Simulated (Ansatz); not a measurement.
Antifluorite K2S, treated with PBE (Ansatz, a quantum-chemistry and plane-wave program, PAW).

Run with plane-wave cutoff 520 eV, 8×8×8 k mesh, perturbation theory, force constants from a 4×4×4 q mesh, scalar-relativistic PAW data made under PBE.

Computed at the level's own relaxed cell. Harmonic vibrational thermodynamics at fixed volume:

| T (K) | S_vib (J/K per mol of atoms) | C_V (J/K per mol of atoms) | F_vib (eV/atom) |
|---|---|---|---|
| 0 | 0.00 | 0.00 | 0.0224 |
| 100 | (withheld) | (withheld) | (withheld) |
| 200 | (withheld) | (withheld) | (withheld) |
| 500 | (withheld) | (withheld) | (withheld) |
| 700 | (withheld) | (withheld) | (withheld) |
| 800 | (withheld) | (withheld) | (withheld) |
| 1000 | (withheld) | (withheld) | (withheld) |

### Question
Some entries are withheld; supply them.

### Answer

- 100, S_vib (J/K per mol of atoms): 16.01
- 100, C_V (J/K per mol of atoms): 19.29
- 100, F_vib (eV/atom): 0.0160
- 200, S_vib (J/K per mol of atoms): 31.01
- 200, C_V (J/K per mol of atoms): 23.29
- 200, F_vib (eV/atom): -0.0090
- 500, S_vib (J/K per mol of atoms): 53.16
- 500, C_V (J/K per mol of atoms): 24.66
- 500, F_vib (eV/atom): -0.1448
- 700, S_vib (J/K per mol of atoms): 61.48
- 700, C_V (J/K per mol of atoms): 24.80
- 700, F_vib (eV/atom): -0.2641
- 800, S_vib (J/K per mol of atoms): 64.80
- 800, C_V (J/K per mol of atoms): 24.83
- 800, F_vib (eV/atom): -0.3295
- 1000, S_vib (J/K per mol of atoms): 70.34
- 1000, C_V (J/K per mol of atoms): 24.87
- 1000, F_vib (eV/atom): -0.4698

The crystal is taken as a harmonic solid at every temperature: melting, phase changes and thermal expansion are not seen.
